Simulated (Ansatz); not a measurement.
Worked example: self-consistent single point of LaSi2Ag2 (I4mm, 5 atoms in the cell) in Ansatz (a quantum-chemistry and plane-wave program).

Level of theory: LDA (PW92), default PAW files made with PBE (plane waves; Ansatz).

```yaml
crystal:
  lattice:
    - [-2.16323, 2.16323, 5.35603]
    - [2.16323, -2.16323, 5.35603]
    - [2.16323, 2.16323, -5.35603]
  atoms:
    - { symbol: La, position: [0.00467, 0.00467, 0.00000] }
    - { symbol: Si, position: [0.60961, 0.60961, 0.00000] }
    - { symbol: Si, position: [0.39039, 0.39039, 0.00000] }
    - { symbol: Ag, position: [0.25000, 0.75000, 0.50000] }
    - { symbol: Ag, position: [0.75000, 0.25000, 0.50000] }
```

Reference input (self-consistent single point, DFT, LDA (PW92), plane waves, default PAW files made with PBE): basis.ecutwfc = 420 eV; kpoints.mp_grid.grid = 9 9 9; hamiltonian.xc = lda; hamiltonian.pseudopotentials = {kind: paw} (the program's default PAW files); scf.occupations.method = fermi_dirac; scf.occupations.width = 0.1 eV. This run's input differs from it in these lines:

Ansatz 0.2 input:
```diff
@@ -15,3 +15,3 @@
   mp_grid:
-    grid: [9, 9, 9]
+    grid: [15, 15, 15]
 hamiltonian:
@@ -23,3 +23,3 @@
     method: fermi_dirac
-    width: 0.1 eV
+    width: 0.01 eV
 output:
```

The program printed (abridged):

```
SCF iter   1: F=—  HF=-22212.271653 eV  |F-HF|=—  |Δ(HF+E_count)|=         —  Δρ=7.61e-3  dr2=4.72e-2  ethr=1.77e-3  ⟨swp⟩=6.8  Hψ=40417  notcnv=0
all-band conjugate gradients solve this SCF's bands
preconditioner: auto → Kerker (q_TF=auto, 2.483 Å⁻¹)
SCF iter   2: F=—  HF=-22212.262364 eV  |F-HF|=—  |Δ(HF+E_count)|=   9.29e-3  Δρ=3.08e-3  dr2=1.17e-2  ethr=8.28e-5  ⟨swp⟩=2.7  Hψ=19077  notcnv=0  defer=544
   [... lines left out ...]
SCF iter   4: F=—  HF=-22212.259222 eV  |F-HF|=—  |Δ(HF+E_count)|=   1.07e-3  Δρ=2.67e-4  dr2=1.30e-4  ethr=7.26e-6  ⟨swp⟩=3.0  Hψ=16933  notcnv=0  defer=544
SCF iter   5: F=—  HF=-22212.259193 eV  |F-HF|=—  |Δ(HF+E_count)|=   2.95e-5  Δρ=8.25e-5  dr2=8.55e-6  ethr=2.28e-7  ⟨swp⟩=2.0  Hψ=14577  notcnv=0  defer=544
SCF iter   6: F=—  HF=-22212.259194 eV  |F-HF|=—  |Δ(HF+E_count)|=   1.18e-6  Δρ=2.69e-5  dr2=7.29e-7  ethr=1.50e-8  ⟨swp⟩=2.1  Hψ=16026  notcnv=0  defer=544
SCF iter   7: F=-22212.259194 eV  HF=-22212.259194 eV  |F-HF|=2.79e-8  |Δ(HF+E_count)|=   1.37e-7  Δρ=6.38e-6  dr2=5.44e-8  ethr=1.75e-10  ⟨swp⟩=9.9  Hψ=48713  notcnv=0
SCF 1 converged in 7 iterations: F = -22212.259194 eV  dr2 = 5.44e-8
Free energy (F): -22212.259194 eV
Internal energy: -22212.258661 eV  (E = F + TS)
E sigma→0 (E₀):  -22212.258928 eV
Entropy (-TS):   -0.000533 eV (-0.107 meV/atom)
Fermi energy:    12.716809 eV
--- Forces (eV/Å), atoms counted from 1 ---
  atom   1  La     0.00000000     0.00000000    -0.21013037
  atom   2  Si     0.00000000     0.00000000     0.36178609
  atom   3  Si    -0.00000000    -0.00000000    -0.32151462
  atom   4  Ag    -0.00000000     0.00000000     0.08492398
  atom   5  Ag     0.00000000    -0.00000000     0.08492398
--- Stress (GPa, compression-positive) ---
       -7.094377       0.000000       0.000000
        0.000000      -7.094377       0.000000
       -0.000000       0.000000      -7.096893
  P = ⅓ Tr σ = -7.0952 GPa (-70.952 kbar)
  The stress holds the Pulay correction. Without it, at fixed plane waves, as pw.x and ABINIT print it: P = -7.1187 GPa
```

The run converged in 7 iterations. Against the reference run the free energy goes up by 4.6 meV/atom, the pressure hardly changes (-7.07 to -7.10 GPa) and the largest force hardly changes (0.371 to 0.362 eV/Å).

The starting cell comes from a database of computed structures (which also holds hypothetical and non-ambient phases and stackings), without a prior relaxation at this level. Its lattice was rescaled by up to half a per cent. One atom was moved a little off its site on purpose. With a pressure of about -7 GPa the cell is away from its equilibrium volume at this level. Ansatz's pressure includes its estimate of the finite-basis (Pulay) stress.

Cost on one core of a shared machine: roughly 2 min.
